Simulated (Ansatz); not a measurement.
Data:

```yaml
crystal:
  lattice:
    - [2.73882, 0.00000, 0.00000]
    - [1.36941, 2.37189, 0.00000]
    - [1.36941, -0.79063, 2.20070]
  atoms:
    - { symbol: Pd, position: [0.00000, 0.00000, 0.00000] }
```

No spin polarisation.

All numbers come from Ansatz (an electronic-structure program) LDA, spin-orbit coupling left out. Γ-centred 29×29×29 mesh, Fermi–Dirac width 0.1 eV.

What mean in-plane stress (compression positive) does the calculation give?

-2.8 GPa.

Estimate the band gap.

Zero.

Estimate the space group.

R-3m (No. 166).

The cells carry an imposed strain or load. No phonon test of stability was made. The final runs are not spin-polarised. The cell was made from Pd in the fcc (Cu type) structure (space group Fm-3m, No. 225) by this change: biaxial strain +0.83 %, plane normal [111], relaxed out of plane.
